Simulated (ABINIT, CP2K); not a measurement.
A CP2K input for a self-consistent single point of WBr₆ (R-3, 7 atoms in the cell) (DFT PBEsol, GPW, DZVP-MOLOPT-SR-GTH basis, GTH-PBE potentials (GTH_POTENTIALS)):

```
&GLOBAL
  PROJECT wbr6
  RUN_TYPE ENERGY_FORCE
  PRINT_LEVEL MEDIUM
&END GLOBAL
&FORCE_EVAL
  METHOD Quickstep
  STRESS_TENSOR ANALYTICAL
  &DFT
    BASIS_SET_FILE_NAME BASIS_MOLOPT
    POTENTIAL_FILE_NAME GTH_POTENTIALS
    &QS
      METHOD GPW
      EPS_DEFAULT 1E-11
    &END QS
    &MGRID
      CUTOFF 500
      REL_CUTOFF 60
      NGRIDS 5
    &END MGRID
    &SCF
      SCF_GUESS ATOMIC
      EPS_SCF 1E-6
      MAX_SCF 100
      ADDED_MOS 10
      &DIAGONALIZATION
        ALGORITHM STANDARD
      &END DIAGONALIZATION
      &MIXING
        METHOD BROYDEN_MIXING
        ALPHA 0.3
        NBUFFER 10
        BETA 1
      &END MIXING
      &SMEAR ON
        METHOD FERMI_DIRAC
        ELECTRONIC_TEMPERATURE [K] 116.05
      &END SMEAR
    &END SCF
    &KPOINTS
      SCHEME MONKHORST-PACK 3 3 3
    &END KPOINTS
    &XC
      &XC_FUNCTIONAL
        &PBE
          PARAMETRIZATION PBESOL
        &END PBE
      &END XC_FUNCTIONAL
    &END XC
    &PRINT
      &MO
        EIGENVALUES T
        OCCUPATION_NUMBERS T
        NDIGITS 8
        FILENAME mo
        &EACH
          QS_SCF 0
        &END EACH
        ADD_LAST NUMERIC
      &END MO
      &MULLIKEN ON
      &END MULLIKEN
    &END PRINT
  &END DFT
  &SUBSYS
    &CELL
      ABC 7.06639200 7.06639243 7.06639159
      ALPHA_BETA_GAMMA 55.31720920 55.31720821 55.31720309
      PERIODIC XYZ
    &END CELL
    &COORD
      SCALED
      W        0.00000000     0.00000000     0.00000000
      Br       0.22963000     0.61674000     0.91560000
      Br       0.77037000     0.38326000     0.08440000
      Br       0.91560000     0.22963000     0.61674000
      Br       0.08440000     0.77037000     0.38326000
      Br       0.61674000     0.91560000     0.22963000
      Br       0.38326000     0.08440000     0.77037000
    &END COORD
    &KIND W
      BASIS_SET DZVP-MOLOPT-SR-GTH
      POTENTIAL GTH-PBE-q14
    &END KIND
    &KIND Br
      BASIS_SET DZVP-MOLOPT-SR-GTH
      POTENTIAL GTH-PBE-q7
    &END KIND
  &END SUBSYS
  &PRINT
    &FORCES ON
    &END FORCES
    &STRESS_TENSOR ON
    &END STRESS_TENSOR
  &END PRINT
&END FORCE_EVAL
```

### Question
Write the same calculation as an input for ABINIT.

### Answer
One input that does it (others would too):

```
# WBr6, PseudoDojo nc-sr-04 PBEsol standard
pp_dirpath "./"
pseudos "W.upf, Br.upf"
acell 3*1.0 Angstrom
rprim
         3.2802350922    1.8938448435    5.9655099270
        -3.2802350922    1.8938448435    5.9655099270
         0.0000000000   -3.7876889969    5.9655101461
natom 7
ntypat 2
znucl 74 35
typat 1 2 2 2 2 2 2
xcart
         0.0000000000    0.0000000000    0.0000000000
        -2.3995965441   -3.5245557573   19.8630052656
         2.3995965441    3.5245570615   13.9565350155
         4.2521537583   -0.3158325384   19.8630051419
        -4.2521537583    0.3158338426   13.9565351392
        -1.8525572142    3.8403905937   19.8630049816
         1.8525572142   -3.8403892895   13.9565352995
ecut 37 Ha
occopt 3
tsmear 0.00036749
nband 36
kptopt 1
ngkpt 3 3 3
nshiftk 1
shiftk 0 0 0
nstep 60
tolvrs 1.0e-10
prtwf 0
prtden 0
```

Basis settings and potentials, where a program has them, do not carry over. This input uses DFT, PBEsol, plane waves, norm-conserving pseudopotentials (PseudoDojo nc-sr-04 PBEsol standard).

The starting cell comes from a database of computed structures (which also holds hypothetical and non-ambient phases and stackings), without a prior relaxation at this level.
